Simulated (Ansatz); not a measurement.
The parent structure is GaP in the zinc blende structure (space group F-43m, No. 216).

```
CELL_PARAMETERS angstrom
      0.00000     2.69570     2.69570
      2.69570     0.00000     2.69570
      2.69570     2.69570     0.00000
ATOMIC_POSITIONS crystal
  Ga 0.00000 0.00000 0.00000
  P  0.25000 0.25000 0.25000
```

Cartesian axes are those of the cell as printed.

All numbers come from LDA/PAW in Ansatz (a program for electronic structure), scalar-relativistic without spin-orbit coupling.

Strains are applied to the cell and any free atomic positions relax; under biaxial strain the out-of-plane vector relaxes too.

One change was made to it. Results:

The energy increases by 4.0 meV/atom; the volume per atom increases by 0.32 Å³ (19.59 Å³ → 19.91 Å³).

### Question
What was done to the base?
A. biaxial strain +3.00 %, plane normal [001], relaxed out of plane
B. biaxial strain −1.50 %, plane normal [001], relaxed out of plane
C. biaxial strain −3.00 %, plane normal [001], relaxed out of plane
D. biaxial strain +1.50 %, plane normal [001], relaxed out of plane

### Answer
D, biaxial strain +1.50 %, plane normal [001], relaxed out of plane. For comparison, the volume per atom in the other runs: biaxial strain +3.00 %, plane normal [001], relaxed out of plane gives 20.21 Å³; biaxial strain −1.50 %, plane normal [001], relaxed out of plane gives 19.26 Å³; biaxial strain −3.00 %, plane normal [001], relaxed out of plane gives 18.92 Å³.

Whether these cells are dynamically stable was not tested.
